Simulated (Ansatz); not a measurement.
Take BN in the zinc blende structure (space group F-43m, No. 216; a = 3.6057 Å) as the base. Axes: x, y, z lie along the cube axes.

Calculations: PBEsol (Ansatz, an electronic-structure program), without spin-orbit coupling.

It is then changed as follows: uniaxial strain ε_zz = +3.00 %, all other strain components held at zero, atoms relaxed at fixed cell.

Question: Predict the stress tensor and what it implies for the stiffness.

Answer: Stress of the strained cell less that of the base (GPa, compression positive):
```
  -4.70    0.00    0.00
   0.00   -4.70    0.00
   0.00    0.00  -22.98
```

Then −Δσ_ii/ε with ε = 0.0300 gives secant stiffness values (nonlinear terms included at this strain): C33 ≈ 766 GPa, C13 ≈ 157 GPa and C23 ≈ 157 GPa.

As a check, the harmonic strain energy −½ V₀ Δσ:ε is 13 meV/atom; the computed energy rise is 13 meV/atom.

Whether these cells are dynamically stable was not tested.
